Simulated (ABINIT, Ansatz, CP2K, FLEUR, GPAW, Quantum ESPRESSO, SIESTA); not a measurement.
One structure in several programs: BaZrO3 (Pm-3m, 5 atoms in the cell)

Self-consistent single point.

```
BaZrO3
1.0
    4.19000     0.00000     0.00000
    0.00000     4.19000     0.00000
    0.00000     0.00000     4.19000
Ba Zr O
1 1 3
Cartesian
  0.00000   0.00000   0.00000
  2.09500   2.09500   2.09500
  2.09500   0.00000   2.09500
  0.00000   2.09500   2.09500
  2.09500   2.09500   0.00000
```

All programs got the same cell, k-point mesh and kind of occupations (in Ansatz's words: kpoints.mp_grid.grid = 8 8 8; scf.occupations.method = fermi_dirac; scf.occupations.width = 0.02 eV); potentials, basis and cutoffs are each program's usual ones.

```json
[
 {"code": "FLEUR", "model": "PBE, all-electron FLAPW (FLEUR), scalar-relativistic valence", "pressure (GPa)": "–", "gap on the mesh (eV)": "3.262", "k-points": "35", "cutoff": "Kmax 4.6 1/bohr"},
 {"code": "GPAW", "model": "PBE, GPAW PAW datasets PBE (gpaw-data 1.0.1)", "pressure (GPa)": "–", "gap on the mesh (eV)": "3.205", "k-points": "35", "cutoff": "900 eV"},
 {"code": "Ansatz", "model": "PBE, default PAW files", "pressure (GPa)": "3.72", "gap on the mesh (eV)": "3.243", "k-points": "35", "cutoff": "420 eV"},
 {"code": "CP2K", "model": "PBE, GPW, DZVP-MOLOPT-PBE-GTH basis, GTH-PBE potentials (POTENTIAL_UZH)", "pressure (GPa)": "6.86", "gap on the mesh (eV)": "3.142", "k-points": "260", "cutoff": "grid 500 Ry"},
 {"code": "SIESTA", "model": "GGA PBE, numerical atomic orbitals DZP, PseudoDojo PBE standard norm-conserving potentials (rewritten from UPF to PSML)", "pressure (GPa)": "7.21", "gap on the mesh (eV)": "3.189", "k-points": "296", "cutoff": "grid 300 Ry"},
 {"code": "ABINIT", "model": "PBE, norm-conserving pseudopotentials (PseudoDojo nc-sr-05 PBE standard)", "pressure (GPa)": "3.91", "gap on the mesh (eV)": "3.248", "k-points": "35", "cutoff": "42 Ha"},
 {"code": "Quantum ESPRESSO", "model": "PBE, PSlibrary PAW (PBE) pseudopotentials", "pressure (GPa)": "4.58", "gap on the mesh (eV)": "3.208", "k-points": "35", "cutoff": "55 Ry"}
]
```

A dash marks a value that a program does not give, or that is left out as unsure.

Gaps are read on the mesh.

The spread over the programs that give each value: pressure within 3.49 GPa; gap on the mesh within 0.120 eV.

The starting cell has typed, rounded lattice constants, without a prior relaxation at this level. On Ansatz's run: In the base run, with a pressure of about 4 GPa the cell is away from its equilibrium volume at this level.

Q: Why do the programs differ, and what cannot be compared?

A: Differences of this kind can come from the potentials, where these differ, and from what each basis and cutoff leave unconverged. The zero of total energies and Fermi levels follows the potentials and each program's conventions, so they are not compared here. CP2K and SIESTA use small atom-centred bases, whose incompleteness enters pressures, forces and empty levels differently from a plane-wave cutoff. FLEUR treats all electrons, but the usual bases taken here (sphere radii, linearisation, local orbitals, empty states) were not tested for convergence, so the values are no reference for the others. Ansatz's pressure is given at a fixed set of plane waves, as the other plane-wave codes print theirs; with its correction for the finite basis it is 4.21 GPa (the shift of 0.49 GPa shows how far the cutoff is from converged). The pressure of GPAW is left out: its cutoff lies under the one at which its stress was checked. The programs reduce the same mesh by symmetry to different extents, which changes the work and not the result. In the pressure, CP2K (by 2.95) and SIESTA (by 3.31) lie more than 1 GPa from the median of the plane-wave programs.

Ansatz is a program for electronic structure.

Keys are those of Ansatz 0.2.
